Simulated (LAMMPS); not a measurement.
Fault surfaces of Ta (bcc) on several planes, rigid shifts with relaxation along the normal.

Model: classical force field (static), pair style eam/alloy, file CuTa.eam.alloy (LAMMPS).

```csv
plane,largest on the first line,largest on the surface,first line along
(-1-12),868 mJ/m²,3760 mJ/m²,[111]
(-110),748 mJ/m²,2090 mJ/m²,[111]
(-2-13),851 mJ/m²,-,[111]
(001),2640 mJ/m²,3590 mJ/m²,[100]
```
